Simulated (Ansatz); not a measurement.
Effect of biaxial strain −3.85 %, plane normal [001], relaxed out of plane on Ag

The reference is Ag in the hcp (Mg type) structure (space group P6_3/mmc, No. 194; a = 2.8601 Å, c = 4.7119 Å; relaxed with 0.1 eV smearing). Axes: x lies along a and z along c of the hexagonal cell.

One thing is altered: compressive biaxial strain of 3.85 % in the plane normal to [001], as in epitaxy on a mismatched substrate; the out-of-plane cell vector and the atoms relax.

All numbers come from plane-wave PAW DFT at the PBEsol level (Ansatz, an electronic-structure program, 420 eV), no SOC, earlier PAW set. Settings: 23×23×12 k-points, 0.1 eV Fermi–Dirac smearing.

| quantity | base | changed | shift |
|---|---|---|---|
| volume per atom | 16.69 Å³ | 15.92 Å³ | -0.77 Å³ |
| space group | P6_3/mmc (No. 194) | P6_3/mmc (No. 194) | – |
| pressure (mean of the normal stresses, compression positive) | 0.0 GPa | 7.4 GPa | +7.4 GPa |
| band gap | zero | zero | – |
| out-of-plane strain | – | +3.16 % | – |
| ratio −ε⊥/ε∥ | – | 0.82 | – |
| mean in-plane stress (compression positive) | – | +11.1 GPa | – |

Final structure (turned so that z lies along the plane normal):

```
Ag
1.0
    2.75003     0.00000     0.00000
    1.37501     2.38159     0.00000
    0.00000     0.00000     4.86081
Ag
2
Direct
  0.33333   0.33333   0.25000
  0.66667   0.66667   0.75000
```

Stability against distortions was not tested. This is not the structure that Ag has at room temperature and ambient pressure.
